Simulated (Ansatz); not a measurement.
A zone-centre phonon calculation of Mg6SiB (Amm2, 8 atoms in the cell) with Ansatz (a quantum-chemistry and plane-wave program).

Method: LDA (PW92), PAW files made with PBE (plane waves; Ansatz).

```
Mg6SiB
1.0
    3.98486     0.00000     0.00000
    0.00000     4.08367     4.34798
    0.00000    -4.08367     4.34798
Mg Si B
6 1 1
Direct
  0.00000   0.61016   0.11372
  0.00000   0.11372   0.61016
  0.50000   0.94244   0.29288
  0.50000   0.29288   0.94244
  0.50000   0.80677   0.80677
  0.50000   0.40648   0.40648
  0.00000   0.61273   0.61273
  0.00000   0.21484   0.21484
```

Reference input (self-consistent single point, DFT, LDA (PW92), plane waves, PAW files made with PBE): kpoints.mp_grid.grid = 5 4 4; hamiltonian.xc = lda; hamiltonian.pseudopotentials = {kind: paw} (the program's default PAW files); scf.occupations.method = fermi_dirac; scf.occupations.width = 0.136 eV. This run's input differs from it in these lines:

```diff
@@ -21,6 +21,4 @@
   occupations: { method: fermi_dirac, width: 0.136 }
-output:
-  forces: true
-  eigenvalues: true
-  stress: true
+phonons:
+  method: dfpt
```

Output, abridged:

```
SCF iter   1: F=—  HF=-12167.327075 eV  |F-HF|=—  |Δ(HF+E_count)|=         —  Δρ=3.57e-2  dr2=5.25e0  ethr=3.10e-3  ⟨swp⟩=9.5  Hψ=5924  notcnv=0
all-band conjugate gradients solve this SCF's bands
preconditioner: auto → Kerker (q_TF=auto, 2.409 Å⁻¹)
SCF iter   2: F=—  HF=-12166.454804 eV  |F-HF|=—  |Δ(HF+E_count)|=   8.72e-1  Δρ=1.61e-2  dr2=9.05e-1  ethr=3.10e-3  ⟨swp⟩=2.2  Hψ=1989  notcnv=0  defer=2
   [... lines left out ...]
SCF iter   9: F=—  HF=-12166.223857 eV  |F-HF|=—  |Δ(HF+E_count)|=   1.17e-8  Δρ=1.21e-6  dr2=3.87e-9  ethr=7.69e-11  ⟨swp⟩=2.0  Hψ=1572  notcnv=0  defer=2
SCF iter  10: F=—  HF=-12166.223857 eV  |F-HF|=—  |Δ(HF+E_count)|=  5.02e-10  Δρ=2.93e-7  dr2=1.62e-10  ethr=5.77e-12  ⟨swp⟩=3.0  Hψ=2373  notcnv=0  defer=2
SCF iter  11: F=—  HF=-12166.223857 eV  |F-HF|=—  |Δ(HF+E_count)|=  4.18e-11  Δρ=1.17e-7  dr2=2.01e-11  ethr=1.00e-12  ⟨swp⟩=2.2  Hψ=1595  notcnv=0  defer=2
SCF iter  12: F=-12166.223857 eV  HF=-12166.223857 eV  |F-HF|=0.00e0  |Δ(HF+E_count)|=  1.09e-11  Δρ=3.86e-8  dr2=2.41e-12  ethr=1.00e-12  ⟨swp⟩=6.1  Hψ=5739  notcnv=0
SCF 1 converged in 12 iterations: F = -12166.223857 eV  dr2 = 2.41e-12
DFPT response loops at Γ: preconditioner auto → Kerker (q_TF=auto, 2.409 Å⁻¹) (partly filled bands, converged f_vac=0.000) …
Free energy (F): -12166.223857 eV
Internal energy: -12166.026860 eV  (E = F + TS)
E sigma→0 (E₀):  -12166.125358 eV
Entropy (-TS):   -0.196997 eV (-24.625 meV/atom)
Fermi energy:    6.927601 eV
--- Phonons (Γ-DFPT): 18 representative perturbations + reference, on 30 of 80 k-points (Σ response iterations 55) ---
  k mesh reduced under 2 symmetry operations, with k and −k counted as one. Each operation leaves every solved displacement unchanged or reverses it
  ASR residual: 6.918e-5 → 0.000e0 eV/Å²; symmetrization residual: 3.594e-6 eV/Å²
  ASR residual per site (eV/Å²): 2.53e-6 2.53e-6 2.59e-5 2.59e-5 4.44e-5 3.13e-5 5.55e-5 6.92e-5
  Γ frequencies (cm⁻¹): 0.00 0.00 0.00 46.84 139.50 139.95 151.46 153.99 175.71 184.62 198.26 204.09 245.95 246.32 256.35 264.70 273.55 278.51 286.76 291.73 293.84 312.64 351.90 404.52
  non-analytic LO–TO correction: not included (Born effective charges unavailable; polar crystals: no LO–TO splitting at Γ)
```

The run converged in 12 iterations. 

Summary of the result:
```
Item                                                                                                                                                                Value
--------------------------------------------------------  ---------------------------------------------------------------------------------------------------------------
Free energy E − TS (on the zero of these files)                                                                                                            -12166.2239 eV
Fermi level (on the code's own zero)                                                                                                                              6.93 eV
Zone-centre frequencies (cm⁻¹; negative means imaginary)  0, 0, 0, 47, 140, 140, 151, 154, 176, 185, 198, 204, 246, 246, 256, 265, 274, 279, 287, 292, 294, 313, 352, 405
```

The starting cell comes from a database of computed structures (which also holds hypothetical and non-ambient phases and stackings), without a prior relaxation at this level. Its lattice was rescaled by a random factor within 2.5 % of one.

Cost on one core of a shared machine: roughly 4 min.

Keys are those of Ansatz 0.2.
